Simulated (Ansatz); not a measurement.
Reference: CaO (Fm-3m), PBEsol, rigid bands (plane waves, PAW, scalar-relativistic; Ansatz, a quantum-chemistry and plane-wave program); geometry: cell and atoms relaxed with PBEsol.

Space group Fm-3m (No. 225); a = 4.767 Å, b = 4.767 Å, c = 4.767 Å, α = 90.00°, β = 90.00°, γ = 90.00°

```csv
atom,site,symmetry,x,y,z
Ca,4a,m-3m,0.0000,0.0000,0.0000
O,4b,m-3m,0.5000,0.5000,0.5000
```
(The calculation used a cell of 2 atoms; values per cell refer to that cell.)

- band gap: 3.55 eV
- electron conductivity mass: 0.56 mₑ
- hole conductivity mass: 1.35 mₑ
- Seebeck coefficient, n-type 1e19 cm⁻³: -331 μV/K

**Question.** Swap O for S, keeping the structure type. How do these values move?

**Answer.** CaS (Fm-3m): volume per atom 13.5 to 22.3 Å³; band gap falls (3.55 eV to 2.16 eV); electron conductivity mass falls (0.56 mₑ to 0.41 mₑ); hole conductivity mass falls (1.35 mₑ to 0.80 mₑ); Seebeck coefficient, n-type 1e19 cm⁻³ falls in size (-331 μV/K to -301 μV/K).

**Question.** Replace Ca by Mg on the same sites and relax. What happens?

**Answer.** MgO (Fm-3m): volume per atom 13.5 to 9.4 Å³; band gap rises (3.55 eV to 4.62 eV); electron conductivity mass falls (0.56 mₑ to 0.35 mₑ); hole conductivity mass rises (1.35 mₑ to 2.3 mₑ); Seebeck coefficient, n-type 1e19 cm⁻³ falls in size (-331 μV/K to -171 μV/K).

**Question.** Replace Ca by Sr on the same sites and relax. What happens?

**Answer.** SrO (Fm-3m): volume per atom 13.5 to 16.8 Å³; band gap falls (3.55 eV to 3.20 eV); electron conductivity mass falls (0.56 mₑ to 0.51 mₑ); hole conductivity mass stays about the same (1.35 mₑ to 1.33 mₑ); Seebeck coefficient, n-type 1e19 cm⁻³ stays about the same (-331 μV/K to -319 μV/K).

Moves up to 5 % count as about the same. Masses are for dilute carriers at 300 K, harmonic means over directions unless an axis is named. Seebeck coefficients are for the stated density at 300 K, with one relaxation time for all states and whether or not that doping can be reached. Spin-orbit coupling is left out.
